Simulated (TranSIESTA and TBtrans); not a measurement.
Run with TranSIESTA and TBtrans (open boundaries, self-consistent; PseudoDojo norm-conserving potentials, scalar-relativistic): PAO.BasisSize DZP, PAO.EnergyShift 0.15 eV, XC.Authors PBE, Mesh.Cutoff 200 Ry, ElectronicTemperature 300 K, TS.Voltage 0.0 eV, TBT.Elecs.Eta 0.001 eV, no spin polarisation.

Device: In chain with one bond stretched by 1.0 Å. Leads: straight In chain, spacing 2.9 Å. Geometry: as built, not relaxed.

**Question.** Give the largest eigenchannel transmissions at the Fermi level (four at most) and the total.

**Answer.** 0.70, 0.63, 0.63; total 1.95. The straight chain is held at its spacing; free chains may zigzag or dimerise. No spin-polarised start was tried, so a magnetic state, if there is one, is missed.
